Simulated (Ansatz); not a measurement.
SiC under load (space group I-4m2), r2SCAN with spin-orbit coupling, rigid bands (Ansatz, a first-principles code). Condition of this run: biaxial stress xx = yy = 1 GPa (compression positive) (the target of the relaxation). Band gap 1.69 eV, N_c = 1.06e19 cm⁻³ and N_v = 1.03e20 cm⁻³ at 300 K, conductivity masses along y (a = (0.00, 2.17, 2.18) Å; b = (2.17, 0.00, 2.18) Å; c = (2.17, 2.17, 0.00) Å) of 0.323 mₑ (electrons) and 0.669 mₑ (holes). Take k_BT = 0.02585 eV.

What thermal injection velocity √(2k_BT/πm) limits a ballistic channel along the direction named?

9.47e6 cm/s for electrons and 6.58e6 cm/s for holes, a ratio of √(m_h/m_e) = 1.44, for dilute carriers.

What built-in voltage has an abrupt junction with N_A = 1e16 and N_D = 1e17 cm⁻³, all dopants ionised?

V_bi = E_g/e − (k_BT/e) ln(N_c N_v/(N_A N_D)) = 1.69 − 0.02585 × 13.90 = 1.33 V, for the computed gap.

A film of it is 8 nm thick, with its normal along the direction named. Estimate the confinement energies in an infinite well.

ħ²π²/(2m t²) = 0.376 eV·nm²/(m/mₑ × t²) gives 18.2 meV for electrons and 8.78 meV for holes, so the gap would widen to about 1.72 eV. Finite barriers and nonparabolic bands lower this, and with several valleys or bands the heaviest mass along the normal sets the lowest level, not this average.

Rigid bands with the computed gap; masses take one relaxation time for all states.
